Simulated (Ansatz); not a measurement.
**What isotropic strain +2.31 % does to hypothetical diamond Pt**

Consider Pt in the diamond structure (space group Fd-3m, No. 227; a = 5.693 Å; a hypothetical phase, not in the database extracts checked; relaxed with 0.1 eV smearing).

One thing is altered: every lattice vector is stretched by 2.31 %; the atoms relax in the strained cell.

Method: PBEsol (Ansatz, a first-principles code; PAW; 420 eV plane waves; no spin-orbit coupling). Γ-centred 18×18×18 mesh, Fermi–Dirac width 0.1 eV.

The volume per atom goes up by 1.64 Å³ (23.06 Å³ → 24.70 Å³) and the space group is still Fd-3m (No. 227). The shortest interatomic distance increases by 0.108 bohr (4.658 bohr → 4.766 bohr) and the energy grows by 42 meV/atom. The band gap stays zero.

No phonon test of stability was made. The final runs are not spin-polarised. Pt lies near a magnetic instability that expansion can trigger; it was not tested. Pt has a high density of states at the Fermi level and may be magnetic at this level.
